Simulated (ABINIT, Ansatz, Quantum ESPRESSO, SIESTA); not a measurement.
Li3Rh (Fm-3m, 4 atoms in the cell) computed with different codes at matched settings

Self-consistent single point.

```xyz
4
Lattice="0.0000 2.9814 2.9814 2.9814 0.0000 2.9814 2.9814 2.9814 0.0000" Properties=species:S:1:pos:R:3 pbc="T T T"
Li     1.4907     1.4907     1.4907
Li     4.4721     4.4721     4.4721
Li     2.9814     2.9814     2.9814
Rh     0.0000     0.0000     0.0000
```

Shared settings, as Ansatz (an electronic-structure program) writes them: kpoints.mp_grid.grid = 5 5 5; magnetization.spin_orbit = true; scf.occupations.method = fermi_dirac; scf.occupations.width = 0.0073 Ry. Potentials and cutoffs stand in the table.

```
code                                                                                                                                                                         model  pressure (GPa)  gap on the mesh (eV)       cutoff
----------------  ----------------------------------------------------------------------------------------------------------------------------------------------------------------  --------------  --------------------  -----------
Quantum ESPRESSO                                                              PBEsol, spin-orbit coupling, PseudoDojo fully relativistic norm-conserving (PBESOL) pseudopotentials           -0.37                 0.615        90 Ry
Ansatz                                                                                                                    PBEsol with spin-orbit coupling, PAW files made with PBE           -0.45                     –      default
ABINIT                                                                         PBEsol, spin-orbit coupling, norm-conserving pseudopotentials (PseudoDojo nc-fr-04 PBEsol standard)           -0.39                 0.615        44 Ha
SIESTA            GGA PBEsol with spin-orbit coupling, numerical atomic orbitals DZP, PseudoDojo PBEsol fully relativistic norm-conserving potentials (rewritten from UPF to PSML)               –                 0.570  grid 400 Ry
```

A dash marks a value that a program does not give, or that is left out as unsure.

No gap is tabulated for Ansatz: it is not read from that output, or partly filled or unconverged empty levels leave it unsure.

Gaps are read on the mesh.

The spread over the programs that give each value: pressure within 0.08 GPa; gap on the mesh within 0.045 eV.

SIESTA uses small atom-centred bases, whose incompleteness enters pressures, forces and empty levels differently from a plane-wave cutoff. Ansatz's pressure is given at a fixed set of plane waves, as the other plane-wave codes print theirs; with its correction for the finite basis it is -0.42 GPa.

The starting cell comes from a database of computed structures (which also holds hypothetical and non-ambient phases and stackings), without a prior relaxation at this level.

Left out of this page: Elk (not drawn, or without a comparable value); FLEUR (failed or unconverged).

Keys are those of Ansatz 0.2.
